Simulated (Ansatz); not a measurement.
**AlN, response to strain**

Consider AlN in the zinc blende structure (space group F-43m, No. 216).

```
CELL_PARAMETERS angstrom
      0.00000     2.17113     2.17113
      2.17113     0.00000     2.17113
      2.17113     2.17113     0.00000
ATOMIC_POSITIONS crystal
  Al 0.00000 0.00000 0.00000
  N  0.25000 0.25000 0.25000
```

Cartesian axes are those of the cell as printed.

Strains are applied to the cell and any free atomic positions relax; under biaxial strain the out-of-plane vector relaxes too.

All numbers come from plane-wave PAW DFT at the LDA level (Ansatz, a quantum-chemistry and plane-wave program, 420 eV), without spin-orbit coupling.

```csv
"biaxial strain, plane normal [001], relaxed out of plane (%)",out-of-plane strain (%)
0,0.00
0.5,-0.56
1,?
1.5,-1.72
2,-2.33
2.5,-2.95
3,-3.59
```

### Question
Fit ε⊥ = −νε + γε² (strains in %) to the rows shown and predict the withheld row.

### Answer
Least squares on the printed values gives ν = 1.10 (the biaxial Poisson response) and γ = -0.032 (largest residual 0.00 %); this predicts -1.13 %, and the run gives -1.13 %, in agreement.

Whether these cells are dynamically stable was not tested. This is not the structure that AlN has at room temperature and ambient pressure.
